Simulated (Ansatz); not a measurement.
SiO2, pressure series

Start from SiO₂ (space group P4_12_12, No. 92; a = 5.085 Å, c = 7.100 Å).

Cell and atoms are relaxed at each pressure.

Calculations: plane-wave PAW DFT at the PBE level (Ansatz, a program for electronic structure, 420 eV), spin-orbit coupling left out.

Computed cases, in order: pressure −2 GPa; pressure −1 GPa; 0 GPa (base); pressure 1.8 GPa; pressure 4.2 GPa; pressure 9 GPa; pressure 18 GPa; pressure 30 GPa; pressure 45 GPa; pressure 60 GPa.

Question: Between which two neighbouring cases does the space group change?

Answer: Between pressure 30 GPa (P4_12_12 (No. 92)) and pressure 45 GPa (P4_2/mnm (No. 136)). The whole series: pressure −2 GPa: P4_12_12 (No. 92); pressure −1 GPa: P4_12_12 (No. 92); 0 GPa (base): P4_12_12 (No. 92); pressure 1.8 GPa: P4_12_12 (No. 92); pressure 4.2 GPa: P4_12_12 (No. 92); pressure 9 GPa: P4_12_12 (No. 92); pressure 18 GPa: P4_12_12 (No. 92); pressure 30 GPa: P4_12_12 (No. 92); pressure 45 GPa: P4_2/mnm (No. 136); pressure 60 GPa: P4_2/mnm (No. 136).

Load acts through the strain it causes; cell and atoms are relaxed under it. Whether these cells are dynamically stable was not tested. Competing high-pressure phases were not computed. Along this pressure series the structure jumps between pressure 30 GPa and pressure 45 GPa; cells beyond that are another form of it.
